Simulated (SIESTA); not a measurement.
**A short convergence ladder for Ti2O (P-3m1, 3 atoms in the cell)**

```
Ti2O
1.0
    2.94522     0.00000     0.00000
   -1.47261     2.55063     0.00000
    0.00000     0.00000     4.80787
Ti O
2 1
Direct
  0.33333   0.66667   0.73005
  0.66667   0.33333   0.26995
  0.00000   0.00000   0.00000
```

Base method: LDA PW92, numerical atomic orbitals TZP, PseudoDojo LDA standard norm-conserving potentials (rewritten from UPF to PSML) run with SIESTA.

Base settings: XC.functional = LDA; XC.authors = PW92; potentials = PseudoDojo LDA standard; PAO.BasisSize = TZP; PAO.EnergyShift = 0.01 Ry; MeshCutoff = 400 Ry; kgrid.MonkhorstPack = 6 6 3; OccupationFunction = FD; ElectronicTemperature = 100 meV; MaxSCFIterations = 150.

Core times come from one kind of shared machine, to one figure; runs under 30 s give none.

**The force threshold of a relaxation**

On Ti2O (P3m1, 3 atoms in the cell): one atom moved by 0.15 angstrom.

In this ladder: MD.TypeOfRun = FIRE; MD.Steps = 40.

The mesh stays at the base's, so the ladder's end is converged at best in this setting alone.

Only quantities that move along the ladder and can be compared are tabulated.

```tsv
MD.MaxForceTol	free energy less the last step's (meV/atom)	largest force left (eV/Å)	relaxation steps	core time / last (rough)
0.2 eV/Ang	0.25	0.1277	7	0.3
0.1 eV/Ang	0.00	0.0146	8	0.5
0.05 eV/Ang	0.00	0.0146	8	0.4
0.03 eV/Ang	0.00	0.0146	8	0.4
0.02 eV/Ang	0.00	0.0146	8	0.4
0.01 eV/Ang	0.00	0.0094	14	0.6
0.005 eV/Ang	0.00	0.0043	17	0.7
0.002 eV/Ang	0.00	0.0014	19	0.7
0.001 eV/Ang	0.00	0.0009	30	1
```

Coarsest MD.MaxForceTol that holds the largest force left within 0.02 eV/Å of the last step, with all finer ones: 0.1 eV/Ang; the step before is off by 0.13 eV/Å.

Coarsest MD.MaxForceTol that holds the free energy within 0.1 meV/atom of the last step, with all finer ones: 0.1 eV/Ang; the step before is off by 0.25 meV/atom.

On the base run: the starting cell comes from a database of computed structures (which also holds hypothetical and non-ambient phases and stackings), without a prior relaxation at this level. Its lattice was rescaled by up to half a per cent. Spin polarisation is off, so a magnetic state, if there is one, cannot be reached. Values carry the incompleteness of an atom-centred basis. In the base run, with a pressure of about -11 GPa the cell is away from its equilibrium volume at this level. Without a gap this mesh is coarse (it stands for a supercell whose shortest vector is 14 Å).
